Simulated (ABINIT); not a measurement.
Worked example: self-consistent single point of Ag (Fm-3m, 1 atom in the cell) in ABINIT.

Level of theory: PBE, spin-orbit coupling, norm-conserving pseudopotentials (PseudoDojo nc-fr-04 PBE standard) (plane waves; ABINIT 10.0.3).

```xyz
1
Lattice="0.0000 2.0608 2.0608 2.0608 0.0000 2.0608 2.0608 2.0608 0.0000" Properties=species:S:1:pos:R:3 pbc="T T T"
Ag     0.0000     0.0000     0.0000
```

Reference input (self-consistent single point, DFT, PBE, plane waves, norm-conserving pseudopotentials (PseudoDojo nc-sr-05 PBE standard)): pseudos = [Ag.upf]; ecut = 82 Ry; occopt = 7; tsmear = 0.272 eV; ngkpt = 9 9 9; nshiftk = 1; shiftk = 0 0 0; potentials = PseudoDojo nc-sr-05 PBE standard; nband = 15; kptopt = 1; nstep = 50; tolvrs = 1e-12. This run's input differs from it in these lines:

```diff
@@ -1,2 +1,2 @@
-# Ag, PseudoDojo nc-sr-05 PBE standard
+# Ag, PseudoDojo nc-fr-04 PBE standard
 pp_dirpath "./"
@@ -14,5 +14,7 @@
 ecut 82 Ry
+nspinor 2
+nspden 1
 occopt 7
 tsmear 0.272 eV
-nband 15
+nband 31
 kptopt 1
```

Its files differ too (potentials: PseudoDojo nc-sr-05 PBE standard → PseudoDojo nc-fr-04 PBE standard).

Output (repeated stretches shortened):

```
 pspatm: atomic psp has been read  and splines computed

   5.23847253E+02                                ecore*ucvol(ha*bohr**3)
 ==== Info on pseudopotentials ====
  Norm-conserving pseudopotentials
  Number of pseudopotentials ..    1
  Number of types of atoms   ..    1
  Calculation with spin-orbit coupling
  Max number of channels (spin-orbit included)   5
  - Atom type    1 has spin-orbit characteristics (pspso=  2)
  Nonlocal part applied using Legendre polynomials
  Max number of non-local projectors over l and type   4
  Highest angular momentum +1 .......   3
  Max number of (l,n)   components ..  16
  Max number of (l,m,n) components ..  16

 Pseudo-Core Charge Info:
   Number of radial points for pseudo-core charge .. 2501
   XC core-correction treatment (optnlxccc) ........    1
   Radius for pseudo-core charge for each type .....

  - Atom type    1 has pseudo-core radius ..  2.3600

 Info on the Q-grid used for form factors in spline form:
   Number of q-points for radial functions ffspl ..   3001
   Number of q-points for vlspl ...................   3001
   vloc is computed in Reciprocal Space
   model core charge treated in real-space

  XC functional for type 1 is -101130
  Pseudo valence available: yes

 symatm: atom number 1 is reached starting at atom
   1  1  1  1  1  1  1  1  1  1  1  1  1  1  1  1  1  1  1  1  1  1  1  1
   1  1  1  1  1  1  1  1  1  1  1  1  1  1  1  1  1  1  1  1  1  1  1  1

--- !BUG
src_file: m_inwffil.F90
src_line: 2703
mpi_rank: 0
message: |
    When nspinor2 is 2, nbd2 must be even, while it is nbd2=31
...

  Action: contact ABINIT group (please attach the output of `abinit -b`)

 abinit_abort: decision taken to exit. Check above messages for more info
Abort(13) on node 0 (rank 0 in comm 0): application called MPI_Abort(MPI_COMM_WORLD, 13) - process 0

--- !BUG
src_file: m_inwffil.F90
src_line: 2703
mpi_rank: 0
message: |
    When nspinor2 is 2, nbd2 must be even, while it is nbd2=31
...

  Action: contact ABINIT group (please attach the output of `abinit -b`)
```

The program stopped before any SCF iteration. 

The starting cell comes from a database of computed structures (which also holds hypothetical and non-ambient phases and stackings), without a prior relaxation at this level. Its lattice was rescaled by a random factor within 2.5 % of one.
